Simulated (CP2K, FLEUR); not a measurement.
A CP2K input for a self-consistent single point of CdF2 (Fm-3m, 3 atoms in the cell) (DFT LDA (Pade form), GPW, DZVP-MOLOPT-PBE-GTH basis, GTH-PBE potentials (POTENTIAL_UZH)):

```
&GLOBAL
  PROJECT cdf2
  RUN_TYPE ENERGY_FORCE
  PRINT_LEVEL MEDIUM
&END GLOBAL
&FORCE_EVAL
  METHOD Quickstep
  STRESS_TENSOR ANALYTICAL
  &DFT
    BASIS_SET_FILE_NAME BASIS_MOLOPT_UZH
    POTENTIAL_FILE_NAME POTENTIAL_UZH
    &QS
      METHOD GPW
      EPS_DEFAULT 1E-10
    &END QS
    &MGRID
      CUTOFF 550
      REL_CUTOFF 60
      NGRIDS 5
    &END MGRID
    &SCF
      SCF_GUESS ATOMIC
      EPS_SCF 1E-6
      MAX_SCF 100
      ADDED_MOS 5
      &DIAGONALIZATION
        ALGORITHM STANDARD
      &END DIAGONALIZATION
      &MIXING
        METHOD BROYDEN_MIXING
        ALPHA 0.2
        NBUFFER 12
        BETA 1.5
      &END MIXING
      &SMEAR ON
        METHOD FERMI_DIRAC
        ELECTRONIC_TEMPERATURE [K] 232.09
      &END SMEAR
    &END SCF
    &KPOINTS
      SCHEME MONKHORST-PACK 7 7 7
    &END KPOINTS
    &XC
      &XC_FUNCTIONAL PADE
      &END XC_FUNCTIONAL
    &END XC
    &PRINT
      &MO
        EIGENVALUES T
        OCCUPATION_NUMBERS T
        NDIGITS 8
        FILENAME mo
        &EACH
          QS_SCF 0
        &END EACH
        ADD_LAST NUMERIC
      &END MO
      &MULLIKEN ON
      &END MULLIKEN
    &END PRINT
  &END DFT
  &SUBSYS
    &CELL
      A 3.84775500 0.00000000 0.00000000
      B 1.92387800 3.33225400 0.00000000
      C 1.92387800 1.11075100 3.14167900
      PERIODIC XYZ
    &END CELL
    &COORD
      SCALED
      Cd       0.00000000     0.00000000     0.00000000
      F        0.25000000     0.25000000     0.25000000
      F        0.75000000     0.75000000     0.75000000
    &END COORD
    &KIND Cd
      BASIS_SET DZVP-MOLOPT-PBE-GTH-q12
      POTENTIAL GTH-PBE-q12
    &END KIND
    &KIND F
      BASIS_SET DZVP-MOLOPT-PBE-GTH-q7
      POTENTIAL GTH-PBE-q7
    &END KIND
  &END SUBSYS
  &PRINT
    &FORCES ON
    &END FORCES
    &STRESS_TENSOR ON
    &END STRESS_TENSOR
  &END PRINT
&END FORCE_EVAL
```

Question: Give the FLEUR input for the same structure, mesh, smearing and functional.

Answer: One input that does it (others would too):

Input of the input generator:

```
scf CdF2
&input film=f /
0.0000000000 5.1415177070 5.1415177070
5.1415177070 0.0000000000 5.1415177070
5.1415177070 5.1415177070 0.0000000000
1.0
1.0 1.0 1.0

3
48 0.0000000000 0.0000000000 0.0000000000
9 0.2500000000 0.2500000000 0.2500000000
9 0.7500000000 0.7500000000 0.7500000000

&comp jspins=1 /
&exco xctyp='pz' /
&kpt div1=7 div2=7 div3=7 /
&end /
```

```xml
<?xml version="1.0" encoding="UTF-8" standalone="no"?>
<fleurInput fleurInputVersion="0.39">
   <comment>
      scf CdF2                                                                                            
   </comment>
   <calculationSetup>
      <cutoffs Kmax="4.0" Gmax="12.0" GmaxXC="12.0" numbands="0"/>
      <scfLoop itmax="100" minDistance="0.00001" maxIterBroyd="25" imix="Anderson" alpha="0.05" precondParam="0.0" spinf="2.0"/>
      <coreElectrons ctail="T" frcor="F" kcrel="0" coretail_lmax="0"/>
      <xcFunctional name="pz" relativisticCorrections="F"/>
      <magnetism jspins="1"/>
      <soc l_soc="F" theta="0.0" phi="0.0" spav="F"/>
      <expertModes spex="0" secvar="F"/>
      <geometryOptimization l_f="T" forcealpha="1.0" forcemix="BFGS" epsdisp="0.00001" epsforce="0.00001"/>
      <ldaU l_linMix="F" mixParam="0.05" spinf="1.0"/>
   </calculationSetup>
   <cell>
      <bzIntegration valenceElectrons="32.0" mode="hist" fermiSmearingEnergy="0.00073499">
         <kPointListSelection listName="default-1"/>
         <!-- k-points included here -->
         <xi:include xmlns:xi="http://www.w3.org/2001/XInclude" href="kpts.xml"> </xi:include>
      </bzIntegration>
      <!-- symmetry operations included here -->
      <xi:include xmlns:xi="http://www.w3.org/2001/XInclude" href="sym.xml"> </xi:include>
      <bulkLattice scale="1.0">
         <bravaisMatrix>
            <row-1>    0.0000000000000000     5.1415177070000002     5.1415177070000002</row-1>
            <row-2>    5.1415177070000002     0.0000000000000000     5.1415177070000002</row-2>
            <row-3>    5.1415177070000002     5.1415177070000002     0.0000000000000000</row-3>
         </bravaisMatrix>
      </bulkLattice>
   </cell>
   <atomSpecies>
      <species name="Cadmium (Cd)" element="Cd" atomicNumber="48">
         <mtSphere radius="2.65" gridPoints="915" logIncrement="0.014"/>
         <atomicCutoffs lmax="10" lnonsphr="8"/>
         <electronConfig flipSpins="F">
            <coreConfig>(1s1/2) (2s1/2) (2p1/2) (2p3/2) (3s1/2) (3p1/2) (3p3/2) (4s1/2) (3d3/2) (3d5/2)</coreConfig>
            <valenceConfig>(4p1/2) (4p3/2) (5s1/2) (4d3/2) (4d5/2)</valenceConfig>
         </electronConfig>
         <energyParameters s="5" p="5" d="4" f="4"/>
         <lo type="SCLO" l="1" n="4" eDeriv="0"/>
         <lo type="HELO" l="2" n="5" eDeriv="0"/>
      </species>
      <species name="Fluorine (F)" element="F" atomicNumber="9">
         <mtSphere radius="1.50" gridPoints="519" logIncrement="0.021"/>
         <atomicCutoffs lmax="6" lnonsphr="4"/>
         <electronConfig flipSpins="F">
            <coreConfig>(1s1/2)</coreConfig>
            <valenceConfig>(2s1/2) (2p1/2) (2p3/2)</valenceConfig>
            <stateOccupation state="(2p1/2)" spinUp="0.8333333333333" spinDown="0.8333333333333"/>
            <stateOccupation state="(2p3/2)" spinUp="1.6666666666667" spinDown="1.6666666666667"/>
         </electronConfig>
         <energyParameters s="2" p="2" d="3" f="4"/>
      </species>
   </atomSpecies>
   <atomGroups>
      <atomGroup species="Cadmium (Cd)">
         <relPos label="                   1">.0000000000 .0000000000 .0000000000</relPos>
         <force calculate="T" relaxXYZ="TTT"/>
      </atomGroup>
      <atomGroup species="Fluorine (F)">
         <relPos label="                   2">1.000/4.000 1.000/4.000 1.000/4.000</relPos>
         <relPos label="                   3">-1.000/4.000 -1.000/4.000 -1.000/4.000</relPos>
         <force calculate="T" relaxXYZ="TTT"/>
      </atomGroup>
   </atomGroups>
   <output dos="F" band="F" slice="F">
      <checks vchk="F" cdinf="F"/>
      <bandDOS minEnergy="-.5*Htr" maxEnergy="0.5*Htr" sigma="0.015" storeEVData="T"/>
      <vacuumDOS vacdos="F" integ="F" star="F" nstars="0" locx1="0.0" locy1="0.0" locx2="0.0" locy2="0.0" nstm="0" tworkf="0.0"/>
      <unfoldingBand unfoldBand="F" supercellX="1" supercellY="1" supercellZ="1"/>
      <plotting iplot="0" polar="F">
         <plot TwoD="T" vec1="  1.0  0.0  0.0" vec2="  0.0  1.0  0.0" vec3="  0.0  0.0  1.0" zero="  0.0  0.0  0.0" file="plot"/>
      </plotting>
      <chargeDensitySlicing numkpt="0" minEigenval="0.0" maxEigenval="0.0" nnne="0" pallst="F"/>
      <specialOutput eonly="F"/>
      <magneticCircularDichroism mcd="F" energyLo="-10.0" energyUp="0.0"/>
   </output>
  <!-- We include the file relax.xml here to enable relaxations (see documentation) -->
  <xi:include xmlns:xi="http://www.w3.org/2001/XInclude" href="relax.xml"> <xi:fallback/> </xi:include>
</fleurInput>
```

Basis, cutoffs, solver keys and any potentials are the target program's own. This input uses DFT, LDA (Perdew-Zunger), all-electron FLAPW (FLEUR), scalar-relativistic valence. LDA parametrisations can differ slightly between programs. Both were run: gap on the mesh 2.625 eV in CP2K and 2.850 in FLEUR.

On CP2K: the starting cell comes from a database of computed structures (which also holds hypothetical and non-ambient phases and stackings), without a prior relaxation at this level. Its lattice was rescaled by a random factor within 2.5 % of one. Values carry the incompleteness of an atom-centred basis. The potentials were made for another functional than the one used. With a pressure of about -6 GPa the cell is away from its equilibrium volume at this level.

On FLEUR: the starting cell comes from a database of computed structures (which also holds hypothetical and non-ambient phases and stackings), without a prior relaxation at this level. Its lattice was rescaled by a random factor within 2.5 % of one. Values depend on the basis (sphere radii, cutoffs, local orbitals), which need not be converged.
